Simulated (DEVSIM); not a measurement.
System: Pd/Al2O3/SiO2/n-Si capacitor, at 300 K.

```csv
layer (left to right),material,thickness (nm),Nd (cm⁻³)
1,Al2O3,21.0,-
2,SiO2,1.40,-
3,Si,13000,2.1e15
```

Metal gate on the left, work function 5.2 eV. Fixed charge at the semiconductor interface 0 cm⁻² (in units of +e); no interface traps.

The device is made up for the run: typed textbook-type constants, with dimensions and the other settings drawn at random. Values at 300 K.

| parameter | Al2O3 | SiO2 | Si |
|---|---|---|---|
| gap (eV) | 6.8 | 9 | 1.124 |
| affinity (eV) | 1.35 | 0.9 | 4.05 |
| permittivity | 9 | 3.9 | 11.7 |
| Nc (cm⁻³) | - | - | 2.86e19 |
| Nv (cm⁻³) | - | - | 3.1e19 |

Model (solved in DEVSIM): 1D Poisson equation in equilibrium, Boltzmann statistics, complete ionisation; no quantum confinement or tunnelling. Metal contacts follow the ideal Schottky-Mott rule: no Fermi-level pinning, no interface dipoles.

The substrate doping was swept, all else fixed.

```
substrate doping (cm^-3)  minimum of the low-frequency capacitance (μF/cm²)  flat-band voltage (V)  threshold voltage (band bending 2φF) (V)
------------------------  -------------------------------------------------  ---------------------  ----------------------------------------
1e14                                                                0.00501                   0.83                                      0.34
2.1e14                                                              0.00670                   0.84                                      0.32
4.2e14                                                              0.00907                   0.86                                      0.29
1e15                                                                 0.0135                   0.88                                      0.25
2.1e15                                                               0.0180                   0.90                                      0.21
4.2e15                                                           (withheld)                   0.92                                (withheld)
```

Problem. Fill in the missing entries.

Solution. 
- 4.2e15, minimum of the low-frequency capacitance (μF/cm²): 0.0243
- 4.2e15, threshold voltage (band bending 2φF) (V): 0.16
